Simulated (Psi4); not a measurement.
Psi4 1.11, TPSS/def2-svp: Cr(NMe)2(Cl)(SH) (C[N]=[Cr]([SH])([Cl])=[N]C), 14 atoms. The geometry is a generated start, not checked to be a minimum at this level.

```
Item                                 Result
--------------------------  ---------------
task                                 energy
method                                 tpss
basis                              def2-svp
memory                                 3 GB
maxiter                                 100
keys of the molecule block      symmetry c1
scf_type                       df (default)
e_convergence               1e-06 (default)
d_convergence               1e-06 (default)
dft_radial_points              75 (default)
dft_spherical_points          302 (default)
basis functions                         158
grid points                          300604
```

```xyz
14

Cr    -0.2248     0.5556     0.7556
N      0.4469    -0.8921     1.1407
C      1.0650    -2.1318     1.2134
H      1.3158    -2.5132     0.2131
H      1.9820    -2.0708     1.8144
H      0.3883    -2.8467     1.6982
N     -0.2186     1.0961    -0.7942
C     -0.0115     1.3285    -2.1488
H     -0.8782     1.8400    -2.5860
H      0.8652     1.9760    -2.2821
H      0.1554     0.3897    -2.6929
Cl     0.5459     2.0510     1.9867
S     -2.4260     0.1492     1.2273
H     -3.0055     1.0684     0.4548
```

Charge 0 and multiplicity 1 are set for this test and not shown to be the ground state.

With the defaults (scf_initial_accelerator = adiis, diis_max_vecs = 10, diis = true, damping_percentage = 0, guess = auto, which took SAD) it converges in 18 SCF iterations. One run each on 2 threads, with these changes:
- guess = sap
- scf_initial_accelerator = none, diis = false, damping_percentage = 60
- guess = gwh
- damping_percentage = 20
- guess = core
- scf_initial_accelerator = none
- guess = sadno
- diis_max_vecs = 6
- diis_max_vecs = 3

Question: Which of these changes keep the SCF from converging, or lead it to another solution?

Answer: No convergence: scf_initial_accelerator = none; diis_max_vecs = 3; scf_initial_accelerator = none, diis = false, damping_percentage = 60 (the run ends without SCF convergence in 100 iterations). The rest reach the solution of the defaults.

```json
[
 {"setting": "the defaults", "SCF iterations": "18", "end": "same solution"},
 {"setting": "guess = sap", "SCF iterations": "19", "end": "same solution"},
 {"setting": "diis_max_vecs = 6", "SCF iterations": "21", "end": "same solution"},
 {"setting": "guess = gwh", "SCF iterations": "23", "end": "same solution"},
 {"setting": "guess = sadno", "SCF iterations": "23", "end": "same solution"},
 {"setting": "guess = core", "SCF iterations": "25", "end": "same solution"},
 {"setting": "damping_percentage = 20", "SCF iterations": "36", "end": "same solution"},
 {"setting": "scf_initial_accelerator = none", "SCF iterations": "100", "end": "no convergence"},
 {"setting": "diis_max_vecs = 3", "SCF iterations": "100", "end": "no convergence"},
 {"setting": "scf_initial_accelerator = none, diis = false, damping_percentage = 60", "SCF iterations": "100", "end": "no convergence"}
]
```
